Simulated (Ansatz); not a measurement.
Base system: HfO₂ (space group P4_2/nmc, No. 137; a = 3.5671 Å, c = 5.1660 Å). Axes: x, y, z lie along a, b, c of the conventional cell.

Perturbation: the cell is compressed by 2.61 % along z with no lateral relaxation; the atoms relax in the strained cell.

The values are results of DFT with PBEsol, PAW potentials and a 420 eV plane-wave cutoff in Ansatz (an electronic-structure program), no spin-orbit coupling, not measurements.

Base, band edges from the VBM (valence, conduction): A 0.00, 5.89; M -0.44, 5.55; R -0.99, 5.18; X -0.16, 5.02; Z -0.01, 5.29; Γ -0.08, 4.57 eV.

### Question
Give the band edges at the high-symmetry points of the new zone, measured from its valence-band maximum.

### Answer
| point | valence edge (eV) | conduction edge (eV) |
|---|---|---|
| Γ | -0.05 | 4.38 |
| X | -0.13 | 4.82 |
| M | -0.33 | 5.13 |
| Z | -0.18 | 5.14 |
| R | -1.20 | 5.09 |
| A | -0.08 | 5.73 |

The gap is 4.38 eV, indirect, M–Γ (63 % along) → Γ.

Spin-orbit coupling, missing from the scalar runs, can matter with Hf. No phonon test of stability was made. This is not the structure that HfO2 has at room temperature and ambient pressure.
